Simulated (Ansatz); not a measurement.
# Effective masses and thermopower of GaN under load (space group P6_3mc)

Input:

```yaml
crystal:
  lattice:
    - [3.20633, 0.00000, 0.00000]
    - [-1.60316, 2.77676, 0.00000]
    - [0.00000, 0.00000, 5.22391]
  atoms:
    - { symbol: Ga, position: [0.33333, 0.66667, 0.99915] }
    - { symbol: Ga, position: [0.66667, 0.33333, 0.49915] }
    - { symbol: N, position: [0.33333, 0.66667, 0.37585] }
    - { symbol: N, position: [0.66667, 0.33333, 0.87585] }
```

Calculation: r2SCAN with spin-orbit coupling, rigid bands (plane waves, PAW; Ansatz, an electronic-structure program). Condition of this run: hydrostatic pressure of -4 GPa (compression positive) (the target of the relaxation). How the cell was made: cell and atoms relaxed with PBEsol, then loaded as said.

The band gap is 2.19 eV, the electron conductivity mass (300 K, dilute) is 0.190 (x), 0.190 (y), 0.171 (z) mₑ and the hole conductivity mass (300 K, dilute) is 1.46 (x), 1.46 (y), 1.74 (z) mₑ. The effective density of states N_c (300 K) comes out as 2.0e18 cm⁻³ and the effective density of states N_v (300 K) is 8.7e19 cm⁻³. The density-of-states mass, electrons is 0.183 mₑ and the density-of-states mass, holes comes out as 2.3 mₑ. The Seebeck coefficient, n-type 1e19 cm⁻³, 300 K comes out as -106 μV/K and the best n-type power factor at 300 K for τ = 10 fs (best axis; densities from 1e16 to 1e21 cm⁻³ tried, whether or not they can be reached) is 1.78 μW/(cm·K²) at 1e19 cm⁻³. The Seebeck coefficient, p-type 1e19 cm⁻³, 300 K comes out as 423 μV/K and the best p-type power factor at 300 K for τ = 10 fs (best axis; densities from 1e16 to 1e21 cm⁻³ tried, whether or not they can be reached) is 13.4 μW/(cm·K²) at 3e20 cm⁻³.

Rigid bands; masses and Seebeck coefficients take one relaxation time τ for all states and one kind of carrier; polarons and phonon drag are left out. Geometry: cell and atoms relaxed with PBEsol.
